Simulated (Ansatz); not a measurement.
Tunnelling through a barrier is set by its complex band structure: the current falls as exp(−2κd) with the smallest κ.

Input:

```xyz
8
Lattice="3.0142 0.0000 0.0000 -1.5071 2.6104 0.0000 0.0000 0.0000 10.0707" Properties=species:S:1:pos:R:3 pbc="T T T"
Si     1.5071     0.8701     9.4447
Si     0.0000     1.7402     4.4093
Si     0.0000     0.0000     6.9275
Si     0.0000     0.0000     1.8922
C      1.5071     0.8701     7.5510
C      0.0000     1.7402     2.5156
C      0.0000     0.0000     5.0400
C      0.0000     0.0000     0.0046
```

The cell is strained (lengths across the current scaled by 0.98, ions clamped); by r2SCAN it stands under a pressure of 10.6 GPa.

Transport runs along the normal of the first two printed cell vectors, the (001) (indices of the unstrained crystal) plane of the conventional cell.

The gap is the functional's own. No spin-orbit coupling. Mid-gap values are those at the computed energy nearest the middle.

Task: Compute, with Ansatz (a quantum-chemistry and plane-wave program) with r2SCAN, the band gap and the smallest decay constant κ at mid-gap.

Result: Gap 2.51 eV on a 12×12×4 mesh; κ = 0.236 1/Å, at the zone centre.
